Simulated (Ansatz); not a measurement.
Inside the gap of an insulator the Bloch states are evanescent, with a wavenumber k + iκ along the transport direction.

Here is the system:

```xyz
2
Lattice="3.9320 0.0000 0.0000 -1.9660 3.4052 0.0000 1.9660 -1.1351 3.2104" Properties=species:S:1:pos:R:3 pbc="T T T"
Ga     0.0000     0.0000     0.0000
P      0.0000     2.2701     0.8026
```

The cell is strained (all lengths scaled by 1.02); by r2SCAN it stands under a pressure of -4.6 GPa.

Transport runs along the normal of the first two printed cell vectors, the (111) plane of the conventional cell.

No gap correction and no spin-orbit coupling; mid-gap is the computed energy nearest the middle.

Problem. Compute, with r2SCAN (Ansatz, an electronic-structure program), the band gap and the smallest decay constant κ at mid-gap.

Solution. Gap 1.84 eV on a 10×10×10 mesh; κ = 0.103 1/Å, at the zone centre.
